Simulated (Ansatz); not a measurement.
SnO$_{2}$ in the rutile structure (space group P4_2/mnm, No. 136)

```
CELL_PARAMETERS angstrom
      4.75851     0.00000     0.00000
      0.00000     4.75851     0.00000
      0.00000     0.00000     3.20013
ATOMIC_POSITIONS crystal
  Sn 0.00000 0.00000 0.00000
  Sn 0.50000 0.50000 0.50000
  O  0.30590 0.30590 0.00000
  O  0.80590 0.19410 0.50000
  O  0.19410 0.80590 0.50000
  O  0.69410 0.69410 0.00000
```

Method: r2SCAN/PAW in Ansatz (a program for electronic structure), without spin-orbit coupling, earlier PAW set. k-mesh 7×7×10 (Γ-centred); smearing 0.05 eV (Fermi–Dirac).

The volume per atom is 12.08 Å³. The density comes out as 6.91 g/cm³ and the band gap is 1.79 eV, direct at Γ. The electron mass is 0.20 mₑ along c, 0.23 mₑ across and the hole mass comes out as 1.7 mₑ along c, 1.3 mₑ across. The lowest conduction-band minima above the VBM comes out as Γ 1.79 eV and the total energy is -2392.095 eV/atom (σ→0; compares only within this code and set-up).

Masses are band curvatures over ±0.01 Å⁻¹ around the edge. Whether these cells are dynamically stable was not tested.
